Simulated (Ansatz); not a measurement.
Results of LDA (PAW; Ansatz, a first-principles code) for SnC (model structure, started from the zincblende type, F-43m, No. 216, 2 atoms in the cell).

Settings: plane-wave cutoff 520 eV, 12×12×12 k mesh, Fermi–Dirac smearing 0.01 eV, scalar-relativistic PAW data made under PBE.

Cell (relaxed at this level):

Space group F-43m (No. 216); a = b = c = 4.9952 Å, α = β = γ = 90.00°

```json
[
 {"atom": "C", "site": "4c", "symmetry": "-43m", "x": "0.2500", "y": "0.2500", "z": "0.2500"},
 {"atom": "Sn", "site": "4a", "symmetry": "-43m", "x": "0.0000", "y": "0.0000", "z": "0.0000"}
]
```
(The calculation used a cell of 2 atoms; values per cell refer to that cell.)

Problem. What does this level give for the band gap and bulk modulus?

Solution. 
- band gap: 0.95 eV (on the SCF k mesh)
- bulk modulus: 144 GPa

Note: the bulk modulus is −V dP/dV from two relaxed cells at ±2 % in volume; the relaxation could raise the start's symmetry but not lower it, so the cell can be a saddle point.

Spin–orbit coupling is not included.

Computing time: very roughly 21 core-seconds.

A model structure was made by putting elements into a prototype or built by hand; it is no filed structure, need not be a known phase, and can be a saddle point held by its symmetry.
